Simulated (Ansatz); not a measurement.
Functionals compared on a constructed model of the (0001) surface of hcp Re, a pseudomorphic layer of Fe in the host's stacking (bottom of the slab: a bare face, its two planes held), in Ansatz (plane waves, PAW). The structure was relaxed with PBE; the other rows are single points on it. Cutoff 420 eV.

Model: 7-atom slab, 13.7 Å thick at the start, 15x15x1 mesh, Fermi-Dirac 0.1 eV, dipole correction, 2 atoms held, the rest relaxed; held to the start's symmetry, so lower structures may exist; spin-polarised, ending with about 2.2 μB a cell; orders that need a larger cell were not tried, no spin-orbit, no U. It is one candidate, not shown to be the stable structure of the face. These notes are the PBE run's.

```tsv
functional	work function of the top face (eV)	magnetic moment of the cell (μB)	rough cost of the single point
PBE	4.32	2.20	–
RPBE	4.17	2.31	very roughly 80 core-seconds
```

Ansatz is a program for electronic structure.
